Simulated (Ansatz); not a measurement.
CsCl-type TiCo, treated with PBE in Ansatz (plane waves, PAW).

Numerical settings: plane-wave cutoff 500 eV, 18×18×18 k mesh, Fermi–Dirac smearing 0.1 eV, no spin polarisation, scalar-relativistic PAW data made under PBE.

Computed at the level's own relaxed cell.

**Question.** What does this level give for the equilibrium volume per atom and equilibrium lattice constant a?

**Answer.** 
* **equilibrium volume per atom**: 13.14 Å³/atom
* **equilibrium lattice constant a**: 2.973 Å

Measured, for comparison: equilibrium volume per atom 13.43 Å³/atom, lattice constant a 2.995 Å (room temperature, no zero-point or thermal correction; as tabulated in Yamada et al. (2019), arXiv:1910.09660). Computed (rounded) less measured: equilibrium volume per atom -2.2 %, lattice constant a -0.7 %. A static lattice is as a rule a little smaller and stiffer than an uncorrected measurement, which narrows the difference in the lattice constant a and would widen misses of the other sign.

The computed numbers hold no vibrational or temperature effects.

Ansatz is a quantum-chemistry and plane-wave program.
